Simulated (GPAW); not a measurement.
GPAW run on GaFe₃ (Pm-3m, 4 atoms in the cell): self-consistent single point.

Method: LDA (Perdew-Wang 92), GPAW PAW datasets LDA (gpaw-data 1.0.1) (plane waves; GPAW).

The change in words: lattice scaled by 0.98. Reference geometry:
```xyz
4
Lattice="3.6380 0.0000 0.0000 0.0000 3.6380 0.0000 0.0000 0.0000 3.6380" Properties=species:S:1:pos:R:3 pbc="T T T"
Ga     0.0000     0.0000     0.0000
Fe     0.0000     1.8190     1.8190
Fe     1.8190     0.0000     1.8190
Fe     1.8190     1.8190     0.0000
```
Moments meant for the start (each program seeds them in its own way; μB, in the order of the atoms Ga Fe Fe Fe): 0.0 4.0 4.0 4.0.

Reference input (self-consistent single point, DFT LDA (Perdew-Wang 92), plane waves, GPAW PAW datasets LDA (gpaw-data 1.0.1)): spinpol = true; mode = pw; ecut = 800 eV; xc = LDA; kpts = 6 6 6; mesh shift (steps) = 0 0 0; occupations.name = methfessel-paxton; occupations.width = 0.272 eV; occupations.order = 0; nbands = -8; symmetry.symmorphic = false; symmetry.tolerance = 0.0005. This run's input differs from it in these lines:

```diff
@@ -5,5 +5,5 @@
 atoms = Atoms(['Ga', 'Fe', 'Fe', 'Fe'],
-              cell=[[3.638030, 0.000000, 0.000000],
-                    [0.000000, 3.638030, 0.000000],
-                    [0.000000, 0.000000, 3.638030]],
+              cell=[[3.565269, 0.000000, 0.000000],
+                    [0.000000, 3.565269, 0.000000],
+                    [0.000000, 0.000000, 3.565269]],
               scaled_positions=[[0.000000, 0.000000, 0.000000],
```

Output (repeated stretches shortened):

```
     iter     time        total  log10-change:  magmom
                         energy   eigst   dens
iter:   1 --:--:--   -33.040065                   +12.0233
iter:   2 --:--:--   -34.380620   -0.43  -1.36    +8.8437
iter:   3 --:--:--   -34.586697   -1.27  -1.36    +6.7483
iter:   4 --:--:--   -34.486051   -1.51  -1.42    +6.5497
iter:   5 --:--:--   -34.523279   -2.07  -1.91    +6.3539
iter:   6 --:--:--   -34.504708   -2.01  -1.90    +6.3040
iter:   7 --:--:--   -34.504363   -2.77  -2.43    +6.3287
iter:   8 --:--:--   -34.504304c  -3.21  -2.58    +6.3368
iter:   9 --:--:--   -34.504211c  -3.53  -2.71    +6.3395
   [... lines left out ...]
iter:  17 --:--:--   -34.504001c  -5.64  -4.34c   +6.3290
iter:  18 --:--:--   -34.503976c  -5.85  -4.30c   +6.3280
iter:  19 --:--:--   -34.503958c  -6.01  -4.22c   +6.3275
iter:  20 --:--:--   -34.503963c  -6.32  -3.99    +6.3278
iter:  21 --:--:--   -34.503948c  -6.50  -4.00    +6.3270
iter:  22 --:--:--   -34.503957c  -6.29  -4.01c   +6.3267
iter:  23 --:--:--   -34.503966c  -6.78  -4.36c   +6.3269
iter:  24 --:--:--   -34.503942c  -7.14  -4.44c   +6.3259
iter:  25 --:--:--   -34.504012c  -6.99  -4.53c   +6.3292
iter:  26 --:--:--   -34.504006c  -7.08  -4.60c   +6.3292
iter:  27 --:--:--   -34.504007c  -7.76c -4.59c   +6.3291
Converged after 27 iterations.

Dipole moment: (0.000000, -0.000000, -0.000000) |e|*Ang

Total magnetic moment: (0.000000, 0.000000, 6.329114)
Local magnetic moments:
   0 Ga ( 0.000000,  0.000000, -0.081820)
   1 Fe ( 0.000000,  0.000000,  2.089268)
   2 Fe ( 0.000000,  0.000000,  2.089268)
   3 Fe ( 0.000000,  0.000000,  2.089268)

Energy contributions relative to reference atoms: (reference = -156481.874215)

Kinetic:        +55.177214
Potential:      -45.022790
External:        +0.000000
XC:             -44.902456
Entropy (-ST):   -0.118136
Local:           +0.303093
SIC:             +0.000000
--------------------------
Free energy:    -34.563075
Extrapolated:   -34.504007

Spin contamination: 0.127694 electrons
Showing only first 2 kpts
                      Up                     Down
   [... lines left out ...]
Fermi level: 10.36551
No gap
   [... lines left out ...]
Energy (eV): -34.504007

Forces in eV/Ang:
  0 Ga    0.00000    0.00000    0.00000
  1 Fe   -0.00000    0.00000    0.00000
  2 Fe    0.00000   -0.00000   -0.00000
  3 Fe    0.00000    0.00000   -0.00000

Stress tensor:
     0.012543     0.000000     0.000000
     0.000000     0.012543     0.000000
     0.000000     0.000000     0.012543
Stress (GPa, Voigt): [2.0096 2.0096 2.0096 0.     0.     0.    ]
```

The run converged in 27 iterations. GPAW prints stress with tension positive. Against the reference run the free energy goes down by 30.8 meV/atom, the pressure goes from -12.51 to -2.01 GPa and the size of the net moment goes from 1.67 to 1.58 μB/atom.

The starting cell comes from a database of computed structures (which also holds hypothetical and non-ambient phases and stackings), without a prior relaxation at this level. For this run, on top of that: lattice scaled by 0.98. The magnetic order is the one reached from the typed start; others were not searched systematically.

Cost on one core of a shared machine: roughly 30 s.
